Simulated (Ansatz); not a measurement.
Given:

```yaml
crystal:
  lattice:
    - [0.00000, 2.71958, 2.75044]
    - [2.71958, 0.00000, 2.75044]
    - [2.71958, 2.71958, 0.00000]
  atoms:
    - { symbol: Mg, position: [0.00000, 0.00000, 0.00000] }
    - { symbol: Se, position: [0.50000, 0.50000, 0.50000] }
```

Level of theory: PBEsol with spin-orbit coupling, rigid bands (plane waves, PAW; Ansatz, a first-principles code). Condition of this run: uniaxial stress zz = -1 GPa (compression positive) (the target of the relaxation). Geometry: cell and atoms relaxed with PBEsol, then loaded as said.

Question: What conductivity effective mass do dilute holes have at 300 K?

Answer: 0.99 (x), 0.99 (y), 0.88 (z) mₑ.

Question: What conductivity effective mass do dilute electrons have at 300 K?

Answer: 0.32 (x), 0.32 (y), 0.25 (z) mₑ.

Question: And the band gap?

Answer: 1.59 eV at this level; semilocal functionals usually fall short of the measured gap.

Rigid bands, one relaxation time for all states, no polarons.
